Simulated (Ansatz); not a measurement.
**ZnSe: As on a Se site, symmetric start**

Consider a 16-atom supercell of ZnSe in the zinc blende structure (space group F-43m, No. 216; a = 5.7330 Å) at its relaxed geometry.

The change: one Se atom is replaced by As, atoms relaxed at fixed cell.

Computed with PBE (Ansatz, a program for electronic structure), no spin-orbit coupling. k-mesh 4×4×4 (Γ-centred); smearing 0.01 eV (Fermi–Dirac).

The pressure stays essentially unchanged (0.0 GPa against -0.2 GPa) and the largest displacement of a host atom from its site in the perfect cell amounts to 0.05 Å. The mean distance from the defect site to its nearest host atoms drops by 0.05 Å to 2.43 Å.

The magnetic state is the one reached from the starting moments; the real material's order can differ, and small cells can't hold many antiferromagnetic ones. In so small a cell the defect repeats every few ångströms: this is an ordered compound, not a dilute defect. A case with no gap was solved on a k-mesh chosen for an insulator, which is coarse for it. The defect started on the symmetric site and kept its symmetry, so it may sit on a saddle. Starting moments died away, wholly or in part, for As on a Se site; another magnetic solution may exist. The defect cell is spin-polarised and ends with 0.0 μB.
